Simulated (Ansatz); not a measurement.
Start from HfC in the rock salt structure (space group Fm-3m, No. 225; a = 4.6407 Å). Axes: x, y, z lie along the cube axes.

Calculations: r2SCAN/PAW in Ansatz (a quantum-chemistry and plane-wave program), without spin-orbit coupling.

Base values:

| Item | Result |
|---|---|
| Shortest interatomic distance | 2.320 Å |

The change: a free-standing slab of 3 layers (6 atoms, 2 a layer) is cut normal to the z axis, with 15 Å of vacuum and the in-plane cell held at bulk.

### Question
How does this affect the excess energy per area of both faces?

### Answer
The excess energy per area of both faces (slab less bulk energy over the cell's area: twice a surface energy) amounts to 3.8 J/m² (uncertain by up to 0.09 J/m²).

### Question
What happens to the change of the spacing d12 from its bulk value of 2.320 Å?

### Answer
The change of the spacing d12 from its bulk value of 2.320 Å amounts to -2.5 %.

### Question
Predict the new shortest interatomic distance.

### Answer
The shortest interatomic distance falls by 0.0878 Å to 2.233 Å.

Slab and bulk use different k-meshes, which limits the precision of the excess energy. No phonon test of stability was made. The final runs are not spin-polarised.
